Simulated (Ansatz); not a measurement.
Structures of equal composition on the (111) surface of fcc Ir: a layer of Rh in place of the second plane; a layer of Rh in place of the third plane. The slabs share one bottom face, and each structure is named by its start. These are constructed structures in small cells; real faces may alloy, dewet or reconstruct in larger ones, and not all known structures of the face are among them. Slabs of about 11 Å, Fermi-Dirac smearing of 0.1 eV. Bottom of the slabs: a bare face, its two planes held. Relaxed from the named starts with such symmetry as they have, on meshes of like density; energies extrapolated to zero smearing; spin only where a row says so; no spin-orbit coupling, no U. Brackets mark spin-polarised runs, whose order is one that fits the cell.

Computed with PBE (plane waves to 420 eV, PAW; Ansatz, a program for electronic structure).

Task: Put the candidates in order of energy per 1x1 cell, lowest first, for PBE.

Result: a layer of Rh in place of the second plane (0.000 eV), a layer of Rh in place of the third plane (0.022 eV)
